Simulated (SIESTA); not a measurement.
Band structure of WSi2 (I4/mmm, 3 atoms in the cell).

```
WSi2
1.0
   -1.60500     1.60500     3.91500
    1.60500    -1.60500     3.91500
    1.60500     1.60500    -3.91500
Si W
2 1
Direct
  0.66500   0.66500   0.00000
  0.33500   0.33500   0.00000
  0.00000   0.00000   0.00000
```

Method of the run: GGA PBE, numerical atomic orbitals DZP, PseudoDojo PBE standard norm-conserving potentials (rewritten from UPF to PSML) (SIESTA).

Settings: XC.functional = GGA; XC.authors = PBE; potentials = PseudoDojo PBE standard; PAO.BasisSize = DZP; PAO.EnergyShift = 0.01 Ry; MeshCutoff = 400 Ry; kgrid.MonkhorstPack = 10 10 10; OccupationFunction = FD; ElectronicTemperature = 1160.45 K; MaxSCFIterations = 150; SCF.Mixer.Method = Broyden; SCF.Mixer.Weight = 0.1; SCF.Mixer.History = 6; SCF.DM.Tolerance = 1.0E-05.

The starting cell has typed, rounded lattice constants, without a prior relaxation at this level. Spin-orbit coupling is off. Spin polarisation is off. Values carry the incompleteness of an atom-centred basis.

Levels in eV from the Fermi level, bands 8 to 13:
```tsv
point	8	9	10	11	12	13
Γ	-3.39	-2.86	-2.86	0.58	2.86	3.13
X	-5.41	-5.07	-3.33	-1.81	2.88	2.94
Y	-5.18	-4.05	-3.18	-2.37	2.03	2.15
S	-3.11	-2.75	-2.50	-0.36	1.82	2.59
Z	-2.62	-0.70	-0.70	-0.55	-0.55	0.77
S1	-3.11	-2.75	-2.50	-0.36	1.82	2.59
N	-4.89	-2.86	-2.82	-0.48	2.68	2.92
P	-6.63	-3.05	-2.48	-2.48	0.18	2.94
Y1	-5.18	-4.05	-3.18	-2.37	2.03	2.15
```

Bands cross the Fermi level along this path, so the cell is metallic at this level.

Higher empty bands are left out: an atom-centred basis made for the valence describes them poorly.
